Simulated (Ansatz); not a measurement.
Base system: PbO2 in the rutile structure (space group P4_2/mnm, No. 136; a = 4.9983 Å, c = 3.4115 Å). Axes: x, y, z lie along a, b, c of the conventional cell.

Calculations: DFT with PBEsol, PAW potentials and a 420 eV plane-wave cutoff in Ansatz (an electronic-structure program), scalar-relativistic without spin-orbit coupling.

Strains are applied to the cell and any free atomic positions relax.

One change was made to it. Results:

The pressure (mean of the normal stresses, compression positive) goes from zero to -3.7 GPa; the energy increases by 6.3 meV/atom.

Problem. Which of these changes matches the shifts?
(A) uniaxial strain ε_zz = +1.20 %
(B) uniaxial strain ε_zz = +2.40 %
(C) uniaxial strain ε_zz = +0.60 %
(D) uniaxial strain ε_zz = +3.00 %
(E) uniaxial strain ε_zz = +1.80 %

Solution. B, uniaxial strain ε_zz = +2.40 %. For comparison, the energy relative to the base in the other runs: uniaxial strain ε_zz = +1.80 % gives +3.6 meV/atom; uniaxial strain ε_zz = +3.00 % gives +9.7 meV/atom; uniaxial strain ε_zz = +1.20 % gives +1.6 meV/atom; uniaxial strain ε_zz = +0.60 % gives +0.4 meV/atom.

Stability against distortions was not tested. The final runs are not spin-polarised. Gaps under 0.05 eV, about the width of the smearing, are given as zero.
